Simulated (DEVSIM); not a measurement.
Structure: Schottky contact on n-type GaAs, at 400 K.

| layer (left to right) | material | thickness (μm) | Nd (cm⁻³) | τn (s) | τp (s) |
|---|---|---|---|---|---|
| 1 | GaAs | 7.20 | 6.1e15 | 5.8e-8 | 5.8e-8 |

Left contact: Schottky, work function 5.11 eV, emission velocity 4.4e6 cm/s. Right contact: ohmic. Voltage is applied to the left contact. Recombination: SRH at mid-gap. Mobility is constant in doping.

Constants are typed, rounded textbook-type inputs, not results; the design itself was drawn at random and stands for no fabricated device. Values at 300 K; Nc and Nv go as T^1.5, mobilities as T to minus their exponent, the gap by Varshni's rule with the affinity fixed.

```tsv
parameter	GaAs
gap (eV)	1.424
affinity (eV)	4.07
permittivity	12.9
Nc (cm⁻³)	4.7e17
Nv (cm⁻³)	9e18
μn (cm²/Vs)	8500
μp (cm²/Vs)	400
T exponent of μn	2.1
T exponent of μp	2.2
Varshni α (eV/K)	0.000541
Varshni β (K)	204
```

Simulated with DEVSIM: 1D drift-diffusion, Boltzmann statistics, complete ionisation; no tunnelling, impact ionisation, image-force lowering or self-heating. Metal contacts follow the ideal Schottky-Mott rule: no Fermi-level pinning, no interface dipoles.

Problem. Tabulate band edges, carrier densities and field at -2.0 V on the left contact.

Solution. Energies count from the Fermi level of the right contact; mesh points crowd at the junctions.

```tsv
x (μm)	Ec (eV)	Ev (eV)	n (cm⁻³)	p (cm⁻³)	field (V/cm)
0.000	3.040	1.663	770	7.8e14	-70000
0.01358	2.946	1.569	780	5.1e13	-69000
0.03480	2.803	1.425	810	7.9e11	-67000
0.06428	2.609	1.232	1100	2.9e9	-64000
0.1383	2.157	0.780	2800	180000	-58000
0.2296	1.664	0.287	5600	150000	-50000
0.3565	1.098	-0.280	22000	110000	-39000
0.6752	0.282	-1.095	2.0e14	< 1e2	-12000
1.025	0.165	-1.212	6.0e15	320	-140
1.615	0.165	-1.213	6.1e15	1100	≈ 0
2.535	0.165	-1.213	6.1e15	2300	≈ 0
4.265	0.165	-1.213	6.1e15	4300	≈ 0
5.330	0.165	-1.213	6.1e15	5400	≈ 0
6.011	0.165	-1.213	6.1e15	6100	≈ 0
6.537	0.165	-1.213	6.1e15	6600	≈ 0
6.784	0.165	-1.213	6.1e15	6900	≈ 0
6.942	0.165	-1.213	6.1e15	7000	≈ 0
7.044	0.165	-1.213	6.1e15	7100	≈ 0
7.122	0.165	-1.213	6.1e15	7200	≈ 0
7.159	0.165	-1.213	6.1e15	7200	≈ 0
7.182	0.165	-1.213	6.1e15	7300	≈ 0
7.200	0.165	-1.213	6.1e15	7300	≈ 0
```
